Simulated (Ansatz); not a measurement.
The reference is WS$_{2}$ (space group P6_3/mmc, No. 194; a = 3.154 Å, c = 12.141 Å; layered, stacked along the Cartesian z axis). Axes: x lies along a and z along c of the hexagonal cell.

Computed with Ansatz (a program for electronic structure), PBE-D3(BJ), PAW, cutoff 420 eV, no spin-orbit coupling.

Strains are applied to the cell and any free atomic positions relax.

One change was made to it. Results:

```tsv
quantity	base	after
smallest direct gap	1.83 eV	1.81 eV
band gap	0.88 eV	0.82 eV
pressure (mean of the normal stresses, compression positive)	0.00 GPa	0.39 GPa
energy relative to the base (free energy F)	0 meV/atom	+0.5 meV/atom
```

Problem. What was done to the base?
(A) uniaxial strain ε_zz = −3.00 %
(B) uniaxial strain ε_zz = −2.40 %
(C) uniaxial strain ε_zz = −1.20 %

Solution. C, uniaxial strain ε_zz = −1.20 %. For comparison, the band gap in the other runs: uniaxial strain ε_zz = −2.40 % gives 0.75 eV; uniaxial strain ε_zz = −3.00 % gives 0.71 eV.

Spin-orbit coupling, missing from the scalar runs, can matter with W. No phonon test of stability was made.
